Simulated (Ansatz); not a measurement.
# GaN (model structure, started from the WC type, P-6m2, No. 187, 2 atoms in the cell)

The numbers are results of r²SCAN (plane waves, PAW; Ansatz, a program for electronic structure), not measurements.

Settings: plane-wave cutoff 500 eV, 18×18×14 k mesh (along the axes of the cell as run), Fermi–Dirac smearing 0.05 eV, scalar-relativistic PAW data made under PBE.

Cell (relaxed at this level):

Space group P-6m2 (No. 187); a = 2.9359 Å, b = 2.9359 Å, c = 2.6518 Å, α = 90.00°, β = 90.00°, γ = 120.00°

```tsv
atom	site	symmetry	x	y	z
Ga	1a	-6m2	0.0000	0.0000	0.0000
N	1f	-6m2	0.6667	0.3333	0.5000
```

```yaml
band_gap: zero (no gap)
```

Note: the relaxation could raise the start's symmetry but not lower it, so the cell can be a saddle point.

Spin–orbit coupling is not included.

Computed values are for the static lattice.

A model structure was made by putting elements into a prototype or built by hand; it is no filed structure, need not be a known phase, and can be a saddle point held by its symmetry.
